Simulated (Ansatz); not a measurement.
Amorphous Si30N36C3, 69 atoms at 2.98 g/cm³, one PBE-relaxed geometry, zone centre. Methods: PBE, scalar-relativistic without spin-orbit coupling (Ansatz, a first-principles code); r2SCAN, scalar-relativistic without spin-orbit coupling (Ansatz); HSE06, scalar-relativistic without spin-orbit coupling (Ansatz). Plane waves to 420 eV (r2SCAN 500 eV); exact exchange is cut at the cell's faces. At PBE the levels at the filled edge of the gap are localised (band-tail or defect states), and the nearest spread-out levels lie 2.4 eV apart at the zone centre. The higher rungs were started with moments on some atoms, which died out.

It comes from a melt-quench run on a machine-learned potential (CHGNet), relaxed afterwards by DFT. N atoms were pushed apart under 1.9 Å during the dynamics, to hinder bonds among them. The hot cell started wider than the set density and was brought back towards it in steps. It is the lowest in DFT energy of 2 quenches. It is a model cell: composition and starting density were chosen by hand, and all elements were melted together. No dispersion term was used. Its density started from a set value of 2.98 and ended at 2.98 g/cm³. The quench (nominally 450 K/ps over its main leg) was far faster than any real one, so the model tends to hold more defects than a real film. Values belong to this one cell and scatter from quench to quench. The volume was held where the preparation left it and the shape relaxed, at a PBE pressure of 3.6 GPa. Stress components on the final sampling reach 3.9 GPa. On a 2×2×2 Γ-centred mesh force components of up to 0.19 eV/Å stay, since the relaxation ran on the zone centre alone.

The relaxation ran on the zone centre alone. At PBE the level gap is 0.54 eV on a 2×2×2 Γ-centred mesh, and the spacing at the zone centre alone 0.69 eV.

### Question
What zone-centre spacing does r2SCAN give, roughly?

### Answer
0.93 eV (+0.25 eV against PBE).

### Question
What zone-centre spacing does HSE06 give, roughly?

### Answer
1.42 eV (+0.74 eV against PBE).

The highest filled and the lowest empty state spread over these numbers of atoms (participation numbers): PBE: 8.0 and 13.4; r2SCAN: 7.4 and 15.9; HSE06: 7.8 and 13.7.
